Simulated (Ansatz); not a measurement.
## C, carrier doping

Start from C in the diamond structure (space group Fd-3m, No. 227; a = 3.572 Å).

Carriers are added at fixed cell with a uniform background; the Fermi–Dirac width is that of 300 K.

Computed with Kohn–Sham DFT with the PBE functional, run in Ansatz (a first-principles code) with PAW and 420 eV plane waves, no spin-orbit coupling, earlier PAW set.

Notes on the quantities. Fermi level from band edge: Fermi level relative to the doped band's edge (positive inside the band; to 0.05 eV).

| change | Fermi level from band edge | gap between the host's bands |
|---|---|---|
| undoped | – | 4.13 eV |
| electrons 7.0×10^20 cm⁻³ | +0.15 eV | 4.12 eV |
| electrons 1.5×10^21 cm⁻³ | +0.25 eV | 4.12 eV |
| electrons 7.0×10^21 cm⁻³ | +0.70 eV | 4.08 eV |
| electrons 2.0×10^22 cm⁻³ | +1.25 eV | 4.00 eV |
| holes 7.0×10^20 cm⁻³ | +0.20 eV | 4.13 eV |
| holes 1.5×10^21 cm⁻³ | +0.35 eV | 4.14 eV |
| holes 7.0×10^21 cm⁻³ | +0.90 eV | 4.20 eV |
| holes 2.0×10^22 cm⁻³ | ? | ? |

### Question
Complete the table.

### Answer

- holes 2.0×10^22 cm⁻³, Fermi level from band edge: +1.65 eV
- holes 2.0×10^22 cm⁻³, gap between the host's bands: 4.32 eV

Charged cell with a jellium background: band edges are those of the host's band count, energies are not comparable with the neutral cell, and many-body gap narrowing is missing. Stability against distortions was not tested.
